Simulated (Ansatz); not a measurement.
CsCl-type HfCo was calculated with r²SCAN (Ansatz, an electronic-structure program, PAW).

Numerical settings: plane-wave cutoff 500 eV, 18×18×18 k mesh, Fermi–Dirac smearing 0.1 eV, spin-polarised start, scalar-relativistic PAW data made under PBE.

Computed at the level's own relaxed cell.

Question: Estimate the equilibrium volume per atom and equilibrium lattice constant a that the calculation returns.

Answer: 
- equilibrium volume per atom = 15.91 Å³/atom
- equilibrium lattice constant a = 3.169 Å

The run finds no gap.

Note: the magnetic order was assumed, not searched for or taken from measurement.

Spin–orbit coupling is not included.

The computed numbers hold no vibrational or temperature effects.

The result took very roughly 80 core-seconds.
